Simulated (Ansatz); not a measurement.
Results of LDA in Ansatz (plane waves, PAW) for ScSi (model structure, started from the CsCl type, Pm-3m, No. 221, 2 atoms in the cell).

Numerical settings: plane-wave cutoff 520 eV, 18×18×18 k mesh, Fermi–Dirac smearing 0.05 eV, scalar-relativistic PAW data made under PBE.

Cell (relaxed at this level):

```
CELL_PARAMETERS angstrom
      3.24807     0.00000     0.00000
      0.00000     3.24807     0.00000
      0.00000     0.00000     3.24807
ATOMIC_POSITIONS crystal
  Sc 0.00000 0.00000 0.00000
  Si 0.50000 0.50000 0.50000
```

Estimate the bulk modulus B0 that the calculation returns.


bulk modulus B0: 96.7 GPa

The run finds no gap.

Note: the bulk modulus is −V dP/dV from two relaxed cells at ±2 % in volume; the relaxation could raise the start's symmetry but not lower it, so the cell can be a saddle point.

The computed numbers hold no vibrational or temperature effects.

Cost on a shared machine: very roughly 60 core-seconds.

A model structure was made by putting elements into a prototype or built by hand; it is no filed structure, need not be a known phase, and can be a saddle point held by its symmetry.

Ansatz is a first-principles code.
